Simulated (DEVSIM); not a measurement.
Structure: Cr/Si3N4/p-In0.53Ga0.47As capacitor, at 300 K.

Layer 1 from the left is Si3N4, thickness (nm) 2.60. Layer 2 from the left is In0.53Ga0.47As, thickness (nm) 500, Na (cm⁻³) 1.3e17.

Metal gate on the left, work function 4.5 eV. Fixed charge at the semiconductor interface 0 cm⁻² (in units of +e); no interface traps.

This is a model device: material constants are rounded textbook-type values typed into the input, and sizes, dopings and lifetimes were drawn at random. Values at 300 K.

Si3N4: gap (eV) 5.1, affinity (eV) 2.1, permittivity 7.5. In0.53Ga0.47As: gap (eV) 0.74, affinity (eV) 4.51, permittivity 13.9, Nc (cm⁻³) 2.1e17, Nv (cm⁻³) 7.7e18.

Simulated with DEVSIM: 1D Poisson equation in equilibrium, Boltzmann statistics, complete ionisation; no quantum confinement or tunnelling. Metal contacts follow the ideal Schottky-Mott rule: no Fermi-level pinning, no interface dipoles.

Question: What does the simulation give for the minimum of the low-frequency capacitance, the flat-band voltage?

Answer: minimum of the low-frequency capacitance 0.157 μF/cm²; flat-band voltage -0.64 V.
